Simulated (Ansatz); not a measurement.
Start from SnSe2 in the CdI2 type structure (space group P-3m1, No. 164; a = 3.826 Å, c = 6.231 Å; layered, stacked along the Cartesian z axis). Axes: x lies along a and z along c of the hexagonal cell.

Method: Ansatz (a program for electronic structure), r2SCAN+rVV10, PAW, cutoff 500 eV, without spin-orbit coupling.

Before the change:

The smallest direct gap is 1.49 eV. The band gap is 0.94 eV and the gap character is indirect, K–Γ (71 % along) → k = (0, -1/2, 1/3) in the run's primitive reciprocal basis.

One thing is altered: tensile biaxial strain of 3.65 % in the plane normal to [001], as in epitaxy on a mismatched substrate; the out-of-plane cell vector and the atoms relax.

### Question
How does this affect the smallest direct gap, band gap and gap character?

### Answer
The smallest direct gap shrinks by 0.95 eV, from 1.49 eV to 0.54 eV; the band gap decreases by 0.41 eV, from 0.94 eV to 0.53 eV; the gap character goes from indirect, K–Γ (71 % along) → k = (0, -1/2, 1/3) in the run's primitive reciprocal basis to indirect, K–Γ (86 % along) → Γ.

Semilocal Kohn–Sham gaps tend to fall short of experiment. Stability against distortions was not tested.
